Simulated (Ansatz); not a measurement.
TaCuN₂ (R-3m, No. 166, 4 atoms in the cell; start mp-8927)

The numbers are results of LDA in Ansatz (PAW), not measurements.

Run with plane-wave cutoff 520 eV, 12×12×12 k mesh, Fermi–Dirac smearing 0.01 eV, no spin polarisation, scalar-relativistic PAW data made under PBE.

Cell (relaxed at this level):

CuTaN$_{2}$ is modelled in the trigonal space group R-3m, hexagonal axes (No. 166), Pearson symbol hR4. Cell: a = 3.1009 Å, b = 3.1009 Å, c = 17.1802 Å, α = 90.00°, β = 90.00°, γ = 120.00°. Ta on 3b is surrounded by 6 N at 2.078 Å (octahedral). Cu on 3a is coordinated by 2 N at 1.809 Å (linear). N on 6c is surrounded by 1 Cu at 1.809 Å and 3 Ta at 2.078 Å (tetrahedral). (Neighbours: up to the widest gap in distance over summed covalent radii, below 1.35, at either atom; cation-cation and far metal-metal contacts left out.)
(The calculation used a cell of 4 atoms; values per cell refer to that cell.)

```
Property                               Value
---------------  ---------------------------
band gap         0.32 eV (on the SCF k mesh)
direct gap at Γ                      2.32 eV
bulk modulus B0                      230 GPa
```

Note: the relaxation could not lower the start's symmetry, so the cell can be a saddle point above a distorted one; the bulk modulus is −V dP/dV from two relaxed cells at ±2 % in volume.

Spin–orbit coupling is not included.

Static lattice: no zero-point or thermal effects.

A start named mp-… is a Materials Project structure, which need not be a measured phase.

Ansatz is a program for electronic structure.
